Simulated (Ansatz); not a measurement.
An Ansatz (an electronic-structure program) input (Kohn–Sham DFT with the PBE-D3(BJ) functional, run in Ansatz with PAW and 420 eV plane waves, no spin-orbit coupling):

Ansatz 0.2 input:
```yaml
crystal:
  lattice:
    - [3.1240662593, 0, 0]
    - [-1.5620331296, 2.7055207436, 0]
    - [0, 0, 12.137222729]
  atoms:
    - { symbol: Mo, position: [0.3333333333, 0.6666666667, 0.25] }
    - { symbol: Mo, position: [0.6666666667, 0.3333333333, 0.75] }
    - { symbol: Se, position: [0.3333333333, 0.6666666667, 0.618518247] }
    - { symbol: Se, position: [0.6666666667, 0.3333333333, 0.118518247] }
    - { symbol: Se, position: [0.6666666667, 0.3333333333, 0.381481753] }
    - { symbol: Se, position: [0.3333333333, 0.6666666667, 0.881481753] }
basis: { ecutwfc: 420, ecutrho_ratio: 4, xc_grid: 2, fft_grid_basis: typed }
kpoints: { mp_grid: { grid: [12, 12, 3] } }
hamiltonian:
  xc: pbe
  dispersion: d3bj
  pseudopotentials: { kind: paw }
scf: { occupations: { method: fermi_dirac, width: 0.05 }, convergence: { dr2_threshold: 0.0000000006 } }
relax: { f_tol: 0.005, max_steps: 50 }
output: { forces: true, stress: true }
checkpoint: { write: state.ck, write_every: 1000 }
```

Problem. Which symmetry and how many k-points will the program report, and about how many plane waves at Γ?

Solution. Space group P63/mmc (ITA 194) with 24 operations, k-points 38 of 432, and 2009 plane waves at Γ.

Problem. And the final pressure?

Solution. 13.09 GPa (compression positive).

The cells carry an imposed strain or load. Whether these cells are dynamically stable was not tested. The cell was made from MoSe2 in the 2H-MoS2 type structure (space group P6_3/mmc, No. 194; layered, stacked along the Cartesian z axis) by this change: isotropic strain −4.67 %.
